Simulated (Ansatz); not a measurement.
The reference is WC (space group P-6m2, No. 187; relaxed with 0.1 eV smearing).

```xyz
2
Lattice="2.9131 0.0000 0.0000 -1.4565 2.5228 0.0000 0.0000 0.0000 2.8358" Properties=species:S:1:pos:R:3 pbc="T T T"
W      0.0000     0.0000     0.0000
C      1.4565     0.8409     1.4179
```

Cartesian axes are those of the cell as printed.

Calculations: r2SCAN/PAW in Ansatz (a program for electronic structure), no SOC, earlier PAW set.

Strains are applied to the cell and any free atomic positions relax; under biaxial strain the out-of-plane vector relaxes too.

One change was made to it. Results:

The pressure (mean of the normal stresses, compression positive) goes from zero to 5.8 GPa; the shortest interatomic distance falls by 0.9 pm (220.0 pm → 219.1 pm).

Task: Which of these changes matches the shifts?
(A) biaxial strain −1.61 %, plane normal [001], relaxed out of plane
(B) tensor shear ε_xy = +2.23 %
(C) biaxial strain −0.91 %, plane normal [001], relaxed out of plane

Result: C, biaxial strain −0.91 %, plane normal [001], relaxed out of plane. For comparison, the pressure in the other runs: biaxial strain −1.61 %, plane normal [001], relaxed out of plane gives 10.5 GPa; tensor shear ε_xy = +2.23 % gives 0.4 GPa.

No phonon test of stability was made. All final runs are without spin polarisation.
